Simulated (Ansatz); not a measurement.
Ansatz (a program for electronic structure) run on Pd (P-3m1, 2 atoms in the cell): self-consistent single point.

Method of the run: LDA (PW92), harder PAW files (source: ansatz) made with PBE (plane waves; Ansatz).

```yaml
crystal:
  lattice:
    - [2.77532, 0.00000, 0.00000]
    - [-1.38766, 2.40350, 0.00000]
    - [0.00000, 0.00000, 4.61500]
  atoms:
    - { symbol: Pd, position: [0.66667, 0.33333, 0.76083], spin: 1.0 }
    - { symbol: Pd, position: [0.33333, 0.66667, 0.25000], spin: 1.0 }
```
(The spins are starting values, not results.)

Reference input (self-consistent single point, DFT, LDA (PW92), plane waves, default PAW files made with PBE): basis.ecutwfc = 420 eV; kpoints.mp_grid.grid = 12 12 6; hamiltonian.xc = lda; hamiltonian.pseudopotentials = {kind: paw} (the program's default PAW files); magnetization.spin_polarized = true; scf.occupations.method = fermi_dirac; scf.occupations.width = 0.1 eV. This run's input differs from it in these lines:

Ansatz 0.2 input:
```diff
@@ -9,3 +9,3 @@
 basis:
-  ecutwfc: 420.0
+  ecutwfc: 270.0
 kpoints:
@@ -14,3 +14,3 @@
   xc: lda
-  pseudopotentials: { kind: paw }
+  pseudopotentials: { kind: paw, source: ansatz }
 magnetization:
```

The program printed (abridged):

```
SCF iter   1: F=—  HF=-13666.212462 eV  |F-HF|=—  |Δ(HF+E_count)|=         —  Δρ=2.32e-1 (↑2.32e-1 ↓1.41e-1)  dr2=3.48e1  dr2_m=6.88e-1  M=0.983 μB ∫|m|=0.995 μB  β_m=0.30  ethr=3.10e-3  ⟨swp⟩=4.3  Hψ=18828  notcnv=0
all-band conjugate gradients solve this SCF's bands
preconditioner: auto → Kerker (q_TF=auto, 2.800 Å⁻¹)
spin=Collinear: Kerker preconditioning applied to the charge; magnetization (m = ρ↑ − ρ↓) channel mixes plain (no charge-response kernel on spin).
   [... lines left out ...]
SCF iter  10: F=—  HF=-13655.545307 eV  |F-HF|=—  |Δ(HF+E_count)|=   2.33e-8  Δρ=7.76e-6 (↑5.93e-6 ↓7.76e-6)  dr2=1.89e-8  dr2_m=8.08e-9  M=0.000 μB ∫|m|=0.000 μB  β_m=0.99  ethr=2.78e-10  ⟨swp⟩=4.2  Hψ=14603  notcnv=0
SCF iter  11: F=-13655.545307 eV  HF=-13655.545307 eV  |F-HF|=3.71e-10  |Δ(HF+E_count)|=   1.92e-9  Δρ=1.04e-6 (↑1.04e-6 ↓1.00e-6)  dr2=9.09e-10  dr2_m=2.81e-11  M=0.000 μB ∫|m|=0.000 μB  ethr=5.24e-11  ⟨swp⟩=3.0  Hψ=10840  notcnv=0
SCF 1 converged in 11 iterations: F = -13655.545307 eV  dr2 = 9.09e-10
WARN: the starting moments were not kept: the SCF closed with an absolute magnetisation of 1.5e-5 μB, where they sum to 2 μB in size (2 sites) …
Magnetization: 0.0000 μB (18.0000 up, 18.0000 down)
   [... lines left out ...]
Absolute magnetization: 0.0000 μB (∫|ρ↑−ρ↓|, with the PAW one-centre terms)
Free energy (F): -13655.545307 eV
Fermi energy:    18.203866 eV
   [... lines left out ...]
  atom   2  Pd     0.00000000    -0.00000000     0.56363535
--- Stress (GPa, compression-positive) ---
      -33.919194      -0.000000       0.000000
       -0.000000     -33.919194      -0.000000
        0.000000      -0.000000     -41.859092
  P = ⅓ Tr σ = -36.5658 GPa (-365.658 kbar)
  The stress holds the Pulay correction. Without it, at fixed plane waves, as pw.x and ABINIT print it: P = -767.1858 GPa
```

The run converged in 11 iterations. Against the reference run the pressure goes from -13.83 to -36.57 GPa and the largest force goes from 0.344 to 0.564 eV/Å.

The starting cell comes from a database of computed structures (which also holds hypothetical and non-ambient phases and stackings), without a prior relaxation at this level. Its lattice was rescaled by up to half a per cent. One atom was moved a little off its site on purpose. The starting moments vanished: the run ended non-magnetic. The program warned that a starting moment was not kept. Ansatz's pressure includes its estimate of the finite-basis (Pulay) stress. Without the estimate this run gives -767.19 GPa. The cutoff lies below the one recommended for these files.
